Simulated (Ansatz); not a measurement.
Consider SiC (space group P6_3mc, No. 186; a = 3.058 Å, c = 10.012 Å).

Now apply this change: a hydrostatic pressure of 15 GPa.

Level of theory: plane-wave PAW DFT at the LDA level (Ansatz, a first-principles code, 420 eV), spin-orbit coupling left out.

Base, band edges from the VBM (valence, conduction): K -1.68, 3.89; H -2.48, 3.16; M -1.13, 2.18; L -1.57, 2.59; A -0.21, 5.42; Γ 0.00, 5.21 eV.

**Question.** Give the band edges at the high-symmetry points of the new zone, measured from its valence-band maximum.

**Answer.** 
| point | valence edge (eV) | conduction edge (eV) |
|---|---|---|
| Γ | 0.00 | 5.73 |
| M | -1.14 | 2.19 |
| K | -1.70 | 3.92 |
| A | -0.21 | 5.93 |
| L | -1.61 | 2.63 |
| H | -2.57 | 3.18 |

The gap is 2.19 eV, indirect, Γ → M.

Load acts through the strain it causes; cell and atoms are relaxed under it. Stability against distortions was not tested. Competing high-pressure phases were not computed.
